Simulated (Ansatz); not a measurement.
Partial pair distribution functions of a relaxed model of amorphous C60B6, broadened by 0.06 Å; density 2.41 g/cm³. Method: PBE, scalar-relativistic without spin-orbit coupling (plane waves to 420 eV, PAW; Ansatz, a first-principles code).

A CHGNet melt-quench gave the starting glass, which DFT then relaxed. It is the lowest in DFT energy of 2 quenches. It is a model cell: composition and starting density were chosen by hand, and all elements were melted together. No dispersion term was used. Its density started from a set value of 2.41 and ended at 2.41 g/cm³. The simulated quench (nominally 790 K/ps over its main leg) is rapid and tends to freeze in more defects than a deposited or slowly cooled glass has. One small periodic cell is one sample of the glass; other quenches scatter about these values. The volume was held where the preparation left it, at a PBE pressure of 3.0 GPa. Stress components on the final sampling reach 7.5 GPa. On a 2×2×2 Γ-centred mesh force components of up to 0.29 eV/Å stay, since the relaxation ran on one k-point at (1/4, 1/4, 1/4).

```json
[
 {"r (Å)": "1.15", "g C-C": "0.00", "g C-B": "0.00"},
 {"r (Å)": "1.25", "g C-C": "0.21", "g C-B": "0.00"},
 {"r (Å)": "1.35", "g C-C": "2.49", "g C-B": "0.06"},
 {"r (Å)": "1.45", "g C-C": "4.16", "g C-B": "1.41"},
 {"r (Å)": "1.55", "g C-C": "2.21", "g C-B": "4.04"},
 {"r (Å)": "1.65", "g C-C": "0.62", "g C-B": "2.45"},
 {"r (Å)": "1.75", "g C-C": "0.07", "g C-B": "0.87"},
 {"r (Å)": "1.85", "g C-C": "0.00", "g C-B": "0.17"},
 {"r (Å)": "1.95", "g C-C": "0.00", "g C-B": "0.07"},
 {"r (Å)": "2.05", "g C-C": "0.01", "g C-B": "0.28"},
 {"r (Å)": "2.15", "g C-C": "0.13", "g C-B": "0.38"},
 {"r (Å)": "2.25", "g C-C": "0.50", "g C-B": "0.27"},
 {"r (Å)": "2.35", "g C-C": "1.33", "g C-B": "0.65"},
 {"r (Å)": "2.45", "g C-C": "2.14", "g C-B": "1.19"},
 {"r (Å)": "2.55", "g C-C": "1.65", "g C-B": "1.90"},
 {"r (Å)": "2.65", "g C-C": "0.99", "g C-B": "2.02"},
 {"r (Å)": "2.75", "g C-C": "0.94", "g C-B": "1.77"},
 {"r (Å)": "2.85", "g C-C": "1.00", "g C-B": "1.15"},
 {"r (Å)": "2.95", "g C-C": "0.90", "g C-B": "0.87"},
 {"r (Å)": "3.05", "g C-C": "0.76", "g C-B": "0.36"},
 {"r (Å)": "3.15", "g C-C": "0.62", "g C-B": "0.41"},
 {"r (Å)": "3.25", "g C-C": "0.69", "g C-B": "1.02"},
 {"r (Å)": "3.35", "g C-C": "0.87", "g C-B": "1.14"},
 {"r (Å)": "3.45", "g C-C": "0.88", "g C-B": "0.88"},
 {"r (Å)": "3.55", "g C-C": "0.98", "g C-B": "1.04"},
 {"r (Å)": "3.65", "g C-C": "1.24", "g C-B": "1.35"},
 {"r (Å)": "3.75", "g C-C": "1.28", "g C-B": "1.50"},
 {"r (Å)": "3.85", "g C-C": "1.23", "g C-B": "1.30"},
 {"r (Å)": "3.95", "g C-C": "1.15", "g C-B": "1.08"},
 {"r (Å)": "4.05", "g C-C": "0.99", "g C-B": "1.02"}
]
```

Within 1.80 Å each C has 2.90 C neighbours on average.
